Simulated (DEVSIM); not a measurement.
Structure: abrupt GaAs n-p junction, at 400 K.

| layer (left to right) | material | thickness (μm) | Nd (cm⁻³) | Na (cm⁻³) | τn (s) | τp (s) |
|---|---|---|---|---|---|---|
| 1 | GaAs | 3.80 | 5.2e15 | - | 3.9e-9 | 3.9e-9 |
| 2 | GaAs | 13.0 | - | 4.3e14 | 3.9e-9 | 3.9e-9 |

Left contact: ohmic. Right contact: ohmic. Voltage is applied to the left contact. Recombination: SRH at mid-gap, Auger. Mobility is constant in doping.

The device is made up for the run: typed textbook-type constants, with dimensions and the other settings drawn at random. Values at 300 K; Nc and Nv go as T^1.5, mobilities as T to minus their exponent, the gap by Varshni's rule with the affinity fixed.

```
parameter             GaAs
----------------  --------
gap (eV)             1.424
affinity (eV)         4.07
permittivity          12.9
Nc (cm⁻³)           4.7e17
Nv (cm⁻³)             9e18
μn (cm²/Vs)           8500
μp (cm²/Vs)            400
T exponent of μn       2.1
T exponent of μp       2.2
Cn (cm⁶/s)           1e-30
Cp (cm⁶/s)           1e-30
Varshni α (eV/K)  0.000541
Varshni β (K)          204
```

DEVSIM, 1D drift-diffusion, Boltzmann statistics, complete ionisation; no tunnelling, impact ionisation, image-force lowering or self-heating.

Tabulate band edges, carrier densities and field at 2.0 V on the left contact.

Energies count from the Fermi level of the right contact; mesh points crowd at the junctions.

```json
[
 {"x (μm)": "0.000", "Ec (eV)": "-1.830", "Ev (eV)": "-3.207", "n (cm⁻³)": "5.2e15", "p (cm⁻³)": "8600", "field (V/cm)": "≈ 0"},
 {"x (μm)": "0.03236", "Ec (eV)": "-1.830", "Ev (eV)": "-3.207", "n (cm⁻³)": "5.2e15", "p (cm⁻³)": "8500", "field (V/cm)": "≈ 0"},
 {"x (μm)": "0.1132", "Ec (eV)": "-1.830", "Ev (eV)": "-3.207", "n (cm⁻³)": "5.2e15", "p (cm⁻³)": "8400", "field (V/cm)": "≈ 0"},
 {"x (μm)": "0.2963", "Ec (eV)": "-1.830", "Ev (eV)": "-3.207", "n (cm⁻³)": "5.2e15", "p (cm⁻³)": "8200", "field (V/cm)": "≈ 0"},
 {"x (μm)": "1.007", "Ec (eV)": "-1.830", "Ev (eV)": "-3.207", "n (cm⁻³)": "5.2e15", "p (cm⁻³)": "7200", "field (V/cm)": "≈ 0"},
 {"x (μm)": "2.313", "Ec (eV)": "-1.830", "Ev (eV)": "-3.207", "n (cm⁻³)": "5.2e15", "p (cm⁻³)": "4700", "field (V/cm)": "≈ 0"},
 {"x (μm)": "3.176", "Ec (eV)": "-1.830", "Ev (eV)": "-3.207", "n (cm⁻³)": "5.2e15", "p (cm⁻³)": "1800", "field (V/cm)": "13"},
 {"x (μm)": "3.623", "Ec (eV)": "-1.783", "Ev (eV)": "-3.161", "n (cm⁻³)": "1.3e15", "p (cm⁻³)": "340", "field (V/cm)": "5500"},
 {"x (μm)": "3.738", "Ec (eV)": "-1.678", "Ev (eV)": "-3.055", "n (cm⁻³)": "6.4e13", "p (cm⁻³)": "1200", "field (V/cm)": "13000"},
 {"x (μm)": "3.789", "Ec (eV)": "-1.602", "Ev (eV)": "-2.979", "n (cm⁻³)": "7.0e12", "p (cm⁻³)": "6700", "field (V/cm)": "17000"},
 {"x (μm)": "3.814", "Ec (eV)": "-1.559", "Ev (eV)": "-2.936", "n (cm⁻³)": "2.0e12", "p (cm⁻³)": "19000", "field (V/cm)": "18000"},
 {"x (μm)": "3.898", "Ec (eV)": "-1.412", "Ev (eV)": "-2.789", "n (cm⁻³)": "2.8e10", "p (cm⁻³)": "450000", "field (V/cm)": "17000"},
 {"x (μm)": "4.064", "Ec (eV)": "-1.139", "Ev (eV)": "-2.517", "n (cm⁻³)": "1.2e7", "p (cm⁻³)": "4400000", "field (V/cm)": "16000"},
 {"x (μm)": "4.480", "Ec (eV)": "-0.525", "Ev (eV)": "-1.902", "n (cm⁻³)": "1700000", "p (cm⁻³)": "1.8e7", "field (V/cm)": "13000"},
 {"x (μm)": "5.976", "Ec (eV)": "0.819", "Ev (eV)": "-0.558", "n (cm⁻³)": "14000", "p (cm⁻³)": "1.3e12", "field (V/cm)": "4500"},
 {"x (μm)": "9.158", "Ec (eV)": "1.020", "Ev (eV)": "-0.358", "n (cm⁻³)": "33000", "p (cm⁻³)": "4.3e14", "field (V/cm)": "≈ 0"},
 {"x (μm)": "13.42", "Ec (eV)": "1.020", "Ev (eV)": "-0.358", "n (cm⁻³)": "76000", "p (cm⁻³)": "4.3e14", "field (V/cm)": "≈ 0"},
 {"x (μm)": "15.43", "Ec (eV)": "1.020", "Ev (eV)": "-0.358", "n (cm⁻³)": "93000", "p (cm⁻³)": "4.3e14", "field (V/cm)": "≈ 0"},
 {"x (μm)": "16.38", "Ec (eV)": "1.020", "Ev (eV)": "-0.358", "n (cm⁻³)": "100000", "p (cm⁻³)": "4.3e14", "field (V/cm)": "≈ 0"},
 {"x (μm)": "16.64", "Ec (eV)": "1.020", "Ev (eV)": "-0.358", "n (cm⁻³)": "100000", "p (cm⁻³)": "4.3e14", "field (V/cm)": "≈ 0"},
 {"x (μm)": "16.75", "Ec (eV)": "1.020", "Ev (eV)": "-0.358", "n (cm⁻³)": "100000", "p (cm⁻³)": "4.3e14", "field (V/cm)": "≈ 0"},
 {"x (μm)": "16.80", "Ec (eV)": "1.020", "Ev (eV)": "-0.358", "n (cm⁻³)": "100000", "p (cm⁻³)": "4.3e14", "field (V/cm)": "≈ 0"}
]
```
